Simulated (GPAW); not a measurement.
Band structure of Te (P3_121, 3 atoms in the cell).

```
Te
1.0
    4.57742     0.00000     0.00000
   -2.28871     3.96416     0.00000
    0.00000     0.00000     5.86938
Te
3
Direct
  0.25670   0.00000   0.33333
  0.00000   0.25670   0.66667
  0.74330   0.74330   0.00000
```

Computed with PBE, GPAW PAW datasets PBE (gpaw-data 1.0.1) (plane waves; GPAW 25.7.0).

Settings: mode = pw; ecut = 550 eV; xc = PBE; kpts = 7 7 5; mesh shift (steps) = 0 0 0; occupations.name = methfessel-paxton; occupations.width = 0.2 eV; occupations.order = 0; nbands = -6; convergence.bands = -4; symmetry.symmorphic = false; symmetry.tolerance = 0.0005; maxiter = 100; bandpath_npoints = 40.

The starting cell comes from a database of computed structures (which also holds hypothetical and non-ambient phases and stackings), without a prior relaxation at this level. Its lattice was rescaled by a random factor within 2.5 % of one. Spin-orbit coupling is off.

Task: Predict the gap along the standard path and the places of the band edges.

Result: The gap along the path is 0.33 eV, from a point between L and H to H; the smallest direct gap on it is 0.35 eV.

Levels in eV from the top of the valence band on the SCF mesh, bands 6 to 13:
```csv
point,6,7,8,9,10,11,12,13
Γ,-2.74,-1.50,-1.50,-0.51,1.23,1.23,1.73,5.22
M,-3.23,-3.01,-1.03,-0.72,1.21,1.34,3.47,3.84
K,-2.69,-2.69,-2.55,-2.16,2.92,2.92,3.30,4.94
A,-2.54,-1.15,-1.01,-1.01,0.78,0.78,0.78,4.46
L,-3.45,-2.07,-1.69,0.04,1.13,2.15,2.64,4.91
H,-4.58,-0.84,0.12,0.12,0.47,1.78,1.78,5.94
```
